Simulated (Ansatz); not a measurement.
Take BAs (space group P6_422, No. 181; a = 3.4290 Å, c = 7.4031 Å; a hypothetical phase, not in the database extracts checked) as the base. Axes: x lies along a and z along c of the hexagonal cell.

The change: the cell is stretched by 0.42 % along x with no lateral relaxation, atoms relaxed at fixed cell.

Levels (all Ansatz, a program for electronic structure, PAW): PBEsol (420 eV, no spin-orbit coupling); r2SCAN (500 eV, scalar-relativistic without spin-orbit coupling); HSE06 (420 eV, without spin-orbit coupling).

One geometry, relaxed with PBEsol, under each level:

| level | band gap | lowest conduction level above the VBM at special points | pressure |
|---|---|---|---|
| PBEsol | 0.31 eV | S 0.31 eV; Y 0.32 eV; Σ₀ 0.66 eV; C₀ 0.66 eV | -0.61 GPa |
| r2SCAN | 0.61 eV | S 0.61 eV; Y 0.62 eV; Σ₀ 0.90 eV; C₀ 0.90 eV | 2.05 GPa |
| HSE06 | 0.91 eV | S 0.91 eV; Y 0.91 eV; Σ₀ 1.34 eV; Γ 2.82 eV | – |

Single points use the geometry relaxed with PBEsol. Their cutoffs differ, which shifts pressures a little. HSE06 gaps are upper bounds (no full band path). The cells carry an imposed strain or load. Whether these cells are dynamically stable was not tested. The base started in P3_121 and relaxed to P6_422 at this level. Labels are those of the standard path for the cell's own space group.
